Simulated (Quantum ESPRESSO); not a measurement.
Worked example: self-consistent single point of WSe2 (P6_3/mmc, 6 atoms in the cell) in Quantum ESPRESSO.

Method of the run: PBE, GBRV 1.5 ultrasoft (PBE) pseudopotentials (plane waves; Quantum ESPRESSO).

The change in words: lattice scaled by 0.98. Reference geometry:
```xyz
6
Lattice="3.3226 0.0000 0.0000 -1.6613 2.8774 0.0000 0.0000 0.0000 13.7482" Properties=species:S:1:pos:R:3 pbc="T T T"
W      1.6613     0.9591    10.3111
W      0.0000     1.9183     3.4370
Se     0.0000     1.9183    11.9747
Se     1.6613     0.9591     1.7735
Se     1.6613     0.9591     5.1006
Se     0.0000     1.9183     8.6476
```

Reference input (self-consistent single point, DFT, PBE, plane waves, GBRV 1.5 ultrasoft (PBE) pseudopotentials): ecutwfc = 40 Ry; ecutrho = 320 Ry; occupations = fixed; potentials = {W: w_pbe_v1.2.uspp.F.UPF, Se: se_pbe_v1.uspp.F.UPF}; K_POINTS = automatic 6 6 2 0 0 0; nbnd = 28; conv_thr = 1e-11 Ry; mixing_beta = 0.3. This run's input differs from it in these lines:

```diff
@@ -26,12 +26,12 @@
 CELL_PARAMETERS angstrom
-   3.32258607     0.00000000     0.00000000
-  -1.66129303     2.87744394     0.00000000
-   0.00000000     0.00000000    13.74818000
+   3.25613414     0.00000000     0.00000000
+  -1.62806707     2.81989488     0.00000000
+   0.00000000     0.00000000    13.47321600
 ATOMIC_POSITIONS angstrom
-W     1.66129303    0.95914798   10.31113500
-W     0.00000000    1.91829596    3.43704500
-Se    0.00000000    1.91829596   11.97466478
-Se    1.66129303    0.95914798    1.77351522
-Se    1.66129303    0.95914798    5.10057478
-Se    0.00000000    1.91829596    8.64760522
+W     1.62806707    0.93996496   10.10491200
+W     0.00000000    1.87992992    3.36830400
+Se    0.00000000    1.87992992   11.73517114
+Se    1.62806707    0.93996496    1.73804486
+Se    1.62806707    0.93996496    4.99856314
+Se    0.00000000    1.87992992    8.47465286
 K_POINTS automatic
```

Log, with long lists cut:

```
     Self-consistent Calculation

     iteration #  1     ecut=    40.00 Ry     beta= 0.30

---- Real-time Memory Report at c_bands before calling an iterative solver
           544 MiB given to the printing process from OS
            79 MiB allocation reported by mallinfo(arena+hblkhd)
------------------

     Threshold (ethr) on eigenvalues was too large:
     Diagonalizing with lowered threshold

---- Real-time Memory Report at c_bands before calling an iterative solver
           575 MiB given to the printing process from OS
           116 MiB allocation reported by mallinfo(arena+hblkhd)
------------------

   [... lines left out ...]
           590 MiB given to the printing process from OS
           129 MiB allocation reported by mallinfo(arena+hblkhd)
------------------

     negative rho (up, down):  1.354E-01 0.000E+00

     total energy              =    -492.90741766 Ry
     estimated scf accuracy    <          4.3E-11 Ry

     iteration # 20     ecut=    40.00 Ry     beta= 0.30

---- Real-time Memory Report at c_bands before calling an iterative solver
           590 MiB given to the printing process from OS
           129 MiB allocation reported by mallinfo(arena+hblkhd)
------------------

     negative rho (up, down):  1.354E-01 0.000E+00
     End of self-consistent calculation

     highest occupied, lowest unoccupied level (ev):    10.7316   11.9507

!    total energy              =    -492.90741766 Ry
     estimated scf accuracy    <          8.1E-12 Ry

     convergence has been achieved in  20 iterations

     negative rho (up, down):  1.354E-01 0.000E+00

     Forces acting on atoms (cartesian axes, Ry/au):

     atom    1 type  1   force =     0.00000000    0.00000000    0.00000000
     atom    2 type  1   force =     0.00000000    0.00000000    0.00000000
     atom    3 type  2   force =     0.00000000    0.00000000    0.05321056
     atom    4 type  2   force =     0.00000000    0.00000000   -0.05321056
     atom    5 type  2   force =     0.00000000   -0.00000000    0.05321056
     atom    6 type  2   force =    -0.00000000    0.00000000   -0.05321056

     Total force =     0.106421     Total SCF correction =     0.000006

     negative rho (up, down):  1.354E-01 0.000E+00
          total   stress  (Ry/bohr**3)                   (kbar)     P=       94.22
   0.00056661  -0.00000000  -0.00000000           83.35       -0.00       -0.00
  -0.00000000   0.00056661  -0.00000000           -0.00       83.35       -0.00
   0.00000000   0.00000000   0.00078827            0.00        0.00      115.96

   JOB DONE.
```

The run converged in 20 iterations. Against the reference run the free energy goes up by 45.9 meV/atom, the pressure goes from 0.54 to 9.42 GPa, the largest force goes from 0.248 to 1.368 eV/Å and the gap on the mesh hardly changes (1.223 to 1.219 eV). The full log also holds: “c_bands:  1 eigenvalues not converged”.

The starting cell comes from a database of computed structures (which also holds hypothetical and non-ambient phases and stackings), without a prior relaxation at this level. Its lattice was rescaled by a random factor within 2.5 % of one. For this run, on top of that: lattice scaled by 0.98. Spin-orbit coupling is off. With a pressure of about 9 GPa the cell is away from its equilibrium volume at this level. Forces in this geometry exceed 1 eV/Å.

Cost on one core of a shared machine: roughly 70 s.
